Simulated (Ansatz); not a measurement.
The reference is Pb in the fcc (Cu type) structure (space group Fm-3m, No. 225; a = 4.9341 Å; relaxed with 0.1 eV smearing). Axes: x, y, z lie along the cube axes.

Level of theory: PBEsol, PAW, 420 eV (Ansatz, a quantum-chemistry and plane-wave program; spin-orbit coupling left out).

Base values:

| Item | Value |
|---|---|
| Shortest interatomic distance | 3.489 Å |

The change: tensile biaxial strain of 3.00 % in the plane normal to [001], as in epitaxy on a mismatched substrate; the out-of-plane cell vector and the atoms relax.

### Question
How does this affect the energy relative to the base?

### Answer
The energy goes up by 4.9 meV/atom.

### Question
Predict the new shortest interatomic distance.

### Answer
The shortest interatomic distance falls by 0.026 Å (3.489 Å → 3.463 Å).

### Question
How does this affect the in-plane stress?

### Answer
The mean in-plane stress (compression positive) is -0.8 GPa.

### Question
What happens to the out-of-plane strain?

### Answer
The out-of-plane strain amounts to -4.62 %.

No phonon test of stability was made.
